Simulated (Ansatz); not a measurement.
**zincblende ZnSe (F-43m): a fit under hydrostatic pressure (both signs)**

Cell and atoms relaxed with PBEsol to each stress σ (compression positive); gaps by r2SCAN with spin-orbit coupling, rigid bands (plane waves, PAW; Ansatz, a first-principles code). Unloaded cell: a = b = c = 3.983 Å, α = β = γ = 60.00°.

| σ (GPa) | ln(V/V₀) (%) | gap (eV) |
|---|---|---|
| 0 | 0 | 1.822 |
| -2.40 | 4.04 | 1.650 |
| -1.60 | 2.61 | 1.709 |
| -0.80 | 1.26 | 1.769 |
| 1.60 | -2.32 | 1.923 |
| 3.20 | -4.43 | 2.017 |
| 4.80 | -6.36 | 2.103 |

Fit E_g = 1.822 eV + aσ + bσ² and ε = cσ + dσ² to the loaded rows by least squares.

a = 0.0671 eV/GPa, b = -0.00181 eV/GPa²; c = -1.55 %/GPa, d = 0.0490 %/GPa².

One run was withheld, at σ = 0.80 GPa. Predict its gap and its ln(V/V₀), then set them beside the run.

E_g = 1.822 + (0.0671)(0.80) + (-0.00181)(0.80)² = 1.875 eV and ε = (-1.55)(0.80) + (0.0490)(0.80)² = -1.21 %. The run gave 1.873 eV and -1.20 %, misses of 0.002 eV and 0.01 percentage points.

Gaps are resolved to about 0.01 eV; third decimals are kept for the arithmetic. Every relaxation keeps the zincblende phase (space group F-43m under this load), so a transition, a distortion that breaks the symmetry or fracture can't show.
